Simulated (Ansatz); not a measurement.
Density of states of LiC6 (P6/mmm) near the Fermi level, PBEsol, rigid bands (Ansatz, a quantum-chemistry and plane-wave program).

(E − E_F (eV), states/eV/cell): (-1.95, 0.11); (-1.85, 0.11); (-1.75, 0.12); (-1.65, 0.12); (-1.55, 0.14); (-1.45, 0.16); (-1.35, 0.18); (-1.25, 0.22); (-1.15, 0.26); (-1.05, 0.32); (-0.95, 0.39); (-0.85, 0.47); (-0.75, 0.59); (-0.65, 0.85); (-0.55, 0.97); (-0.45, 1.00); (-0.35, 1.03); (-0.25, 1.05); (-0.15, 1.08); (-0.05, 1.11); (0.05, 1.13); (0.15, 1.17); (0.25, 1.20); (0.35, 1.25); (0.45, 1.22); (0.55, 1.06); (0.65, 0.99); (0.75, 0.93); (0.85, 0.89); (0.95, 0.86); (1.05, 0.83); (1.15, 0.81); (1.25, 0.78); (1.35, 0.76); (1.45, 0.81); (1.55, 0.87); (1.65, 0.89); (1.75, 0.91); (1.85, 0.93); (1.95, 0.94)

Task: With 7 atoms a cell, what bare Sommerfeld coefficient γ = (π²/3) k_B² N(E_F) follows?

Result: N(E_F) ≈ 1.12 states/eV a cell at 300 K, so γ ≈ 0.38 mJ/(mol of atoms·K²), before many-body enhancement (phonons, spin fluctuations, correlation).

Task: How far does the Fermi level move in a rigid band for 0.1 electron a cell added or removed?

Result: 88 meV and -90 meV.

A metal at this level (no band gap); rigid bands, thermally averaged at 300 K, both spins. Spin-orbit coupling is left out. Geometry: cell and atoms relaxed with PBEsol.

Computed structure with no diffraction record at hand here (it may be known, metastable or hypothetical): LiC6 (P6/mmm).
